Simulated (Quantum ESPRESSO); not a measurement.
## Equation of state of wurtzite CdSe (space group 186): energy against volume (Quantum ESPRESSO, LDA)

```
CELL_PARAMETERS angstrom
      4.13276     0.00000     0.00000
     -2.06638     3.57907     0.00000
      0.00000     0.00000     6.73736
ATOMIC_POSITIONS crystal
  Cd 0.33333 0.66667 0.00000
  Cd 0.66667 0.33333 0.50000
  Se 0.33333 0.66667 0.37600
  Se 0.66667 0.33333 0.87600
```

Method of the run: LDA (PZ), GBRV 1.5 ultrasoft (LDA) pseudopotentials (plane waves; Quantum ESPRESSO). Settings: ecutwfc = 52 Ry; ecutrho = 260 Ry; occupations = smearing; smearing = fermi-dirac; degauss = 0.000734986 Ry; potentials = {Cd: cd_lda_v1.uspp.F.UPF, Se: se_lda_v1.uspp.F.UPF}; K_POINTS = automatic 9 9 5 0 0 0; conv_thr = 1e-10 Ry; mixing_beta = 0.4. The cell above is the first row's. The rows scale it uniformly. In all rows fractional positions and the k mesh are held. E is the free energy at the stated smearing, counted from the lowest row.

```csv
V (Å^3/atom),E (meV/atom)
24.914,?
25.455,24.20
25.997,11.26
26.539,3.37
27.080,0.00
27.622,0.60
28.163,4.86
28.705,12.33
29.247,22.64
```

Fit E against V with the third-order Birch-Murnaghan form, a cubic in V^(-2/3), and predict the withheld value at V = 24.914.

With u = V^(-2/3) - 0.110, the rows have u = 0.005563, 0.003951, 0.002394, 0.000892, -0.000563, -0.001969, -0.003333, -0.004655. Least squares gives E = -0.074 - 737.9·u + 902404·u² + 2636527·u³. Residuals (row less fit): -0.002, 0.000, 0.002, 0.012, -0.027, 0.003, 0.017, -0.009; standard error 0.018 (degrees of freedom: 4). Its minimum lies at u = 0.000408, so V0 = (0.110408)^(-3/2) = 27.26. There d²E/du² = 1811000 and d³E/du³ = 1.582e7, so B0 = (4/9) × 27.26^(-7/3) × 1811000 × 0.160218 = 57.7 GPa (the last factor turns the table's units into GPa), and B0' = 4 + (2/3) × 0.110408 × (1.582e7)/1811000 = 4.6. The program's pressures in the fitted runs (not shown) pass through zero at V = 27.01, 0.90 % from this V0. At the withheld row, u = 0.007230, so E = -0.074 - 737.9 × 0.007230 + 902404 × 0.007230² + 2636527 × 0.007230³ = 42.759 meV/atom. The calculation gives 42.81 meV/atom, 0.051 meV/atom above the prediction (0.1 % of the range of E in the table). The row lies outside the fitted rows, so this is an extrapolation. From the scatter of the fitted rows alone, a prediction at this place has a standard error of 0.053 meV/atom, so the miss is 1.0 times that.

Carrying the step between the two nearest rows on in a straight line would have given 37.12, off by 5.69; series whose last step already gives the withheld value aren't shown. The scan was laid around a cell of about the measured size, scaled by a guess for this functional; axis ratios and inner coordinates come from that cell. The runs keep the symmetry of the cell, so they don't test it for distortions. The shape of the cell and the inner coordinates aren't relaxed, so V0 and B0 belong to this uniform scaling; a relaxed crystal lies no higher in energy and is usually softer. Cutoffs and mesh are single choices, not tested for convergence of this quantity. Series with a scatter that would blur these digits, or in which a gap closes, are not shown. Nor are scans whose minimum lies at an end fitted in this form.
